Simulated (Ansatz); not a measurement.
Take BeSe in the zinc blende structure (space group F-43m, No. 216) as the base.

Space group F-43m (No. 216); a = 5.129 Å, b = 5.129 Å, c = 5.129 Å, α = 90.00°, β = 90.00°, γ = 90.00°

| atom | site | symmetry | x | y | z |
|---|---|---|---|---|---|
| Be | 4a | -43m | 0.0000 | 0.0000 | 0.0000 |
| Se | 4d | -43m | 0.7500 | 0.7500 | 0.7500 |
(The calculation used a cell of 2 atoms; values per cell refer to that cell.)

Level of theory: PBEsol (Ansatz, a program for electronic structure; PAW; 420 eV plane waves; no spin-orbit coupling).

For the base:

- Pressure = 0.00 GPa
- Hole mass = 0.23, 0.46, 0.46 mₑ (at Γ)
- Smallest direct gap = 4.28 eV
- Band gap = 2.47 eV

Perturbation: the cell is scaled by 1.0050 in all directions, atoms relaxed at fixed cell.

### Question
How does this affect the pressure, hole mass, smallest direct gap, band gap and energy relative to the base?

### Answer
The pressure goes from zero to -1.16 GPa; the hole mass (degenerate bands, along [100]) becomes 0.23, 0.47, 0.47 mₑ (at Γ) (base: 0.23, 0.46, 0.46 mₑ (at Γ)); the smallest direct gap decreases by 0.109 eV to 4.18 eV; the band gap goes up by 0.03 eV, from 2.47 eV to 2.50 eV; the energy grows by 0.9 meV/atom.

The cells carry an imposed strain or load. Masses are band curvatures over ±0.01 Å⁻¹ around the edge. Whether these cells are dynamically stable was not tested.
